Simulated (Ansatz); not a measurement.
Start from FePt (space group P4/mmm, No. 123; ferromagnetic; relaxed with 0.1 eV smearing).

```
FePt
1.0
    2.73479     0.00000     0.00000
    0.00000     2.73479     0.00000
    0.00000     0.00000     3.72218
Fe Pt
1 1
Cartesian
  1.36740   1.36740   1.86109
  0.00000   0.00000   0.00000
```

Cartesian axes are those of the cell as printed.

Method: r2SCAN, PAW, 500 eV (Ansatz, a first-principles code; spin-orbit coupling left out).

Base values:

```
Quantity              Result
-------------------  -------
Largest site moment  3.29 μB
Pressure             0.0 GPa
```

Now apply this change: the cell is stretched by 2.56 % along y with no lateral relaxation, atoms relaxed at fixed cell.

### Question
Estimate the effect on the largest site moment, energy relative to the base and pressure.

### Answer
The largest site moment hardly moves (3.29 μB against 3.33 μB); the energy increases by 9.8 meV/atom; the pressure (mean of the normal stresses, compression positive) goes from zero to -4.9 GPa.

Other magnetic orders, which the real material may have, were not ruled out. The cells carry an imposed strain or load. No phonon test of stability was made.
